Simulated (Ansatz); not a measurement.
# SiO2, pressure series

The reference is SiO2 (space group P4_12_12, No. 92).

```
SiO2
1.0
    5.08450     0.00000     0.00000
    0.00000     5.08450     0.00000
    0.00000     0.00000     7.10033
Si O
4 8
Direct
  0.29379   0.29379   0.00000
  0.79379   0.20621   0.75000
  0.20621   0.79379   0.25000
  0.70621   0.70621   0.50000
  0.24121   0.09332   0.17417
  0.74121   0.40668   0.57583
  0.25879   0.59332   0.07583
  0.75879   0.90668   0.67417
  0.90668   0.75879   0.32583
  0.40668   0.74121   0.42417
  0.59332   0.25879   0.92417
  0.09332   0.24121   0.82583
```

Cell and atoms are relaxed at each pressure.

Calculations: Ansatz (an electronic-structure program), PBE, PAW, cutoff 420 eV, no spin-orbit coupling.

Candidates:
(a) pressure 7.5 GPa
(b) pressure 3 GPa
(c) pressure 1.5 GPa

Base values:

```
Property   Result
--------  -------
Band gap  5.51 eV
```

Problem. Order them by band gap, highest first.

Solution. (a) pressure 7.5 GPa (5.86 eV), (b) pressure 3 GPa (5.72 eV), (c) pressure 1.5 GPa (5.64 eV)

Load acts through the strain it causes; cell and atoms are relaxed under it. Whether these cells are dynamically stable was not tested. No other phases were tried under pressure.
